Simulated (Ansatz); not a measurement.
Antifluorite Mg2C (high-pressure phase), treated with G0W0@r²SCAN (Ansatz, a quantum-chemistry and plane-wave program, hard PAW, contour deformation).

The cell has the measured lattice parameters. Conventional cell: a = 5.4480 Å, b = 5.4480 Å, c = 5.4480 Å, α = 90.00°, β = 90.00°, γ = 90.00°.

The quasiparticle gap at Γ at a fixed k mesh 2×2×2:

```tsv
response cutoff	value (eV)
200 eV, 477 empty bands	2.086
250 eV, 667 empty bands	2.094
300 eV, 876 empty bands	2.099
400 eV, 1349 empty bands	2.104
```

Q: Taking the value to converge with the response cutoff E as E^(−3/2), extrapolate from the last two rows.

A: With y = y∞ + c/w and weights w = 5196 and 8000 for the last two rows, y∞ = (w2 y2 − w1 y1)/(w2 − w1) = (8000 × 2.104 − 5196 × 2.099)/2804 = 2.113 eV, which lies 0.009 beyond the last row. Successive pairs of rows give 2.114, 2.115, 2.113. The limit also hangs on the law assumed, so its last digits aren't firm.

The other settings are not extrapolated, so this is the limit in one setting alone.

At the last cutoff the smallest gap on this mesh is 0.93 eV, with an edge away from Γ.
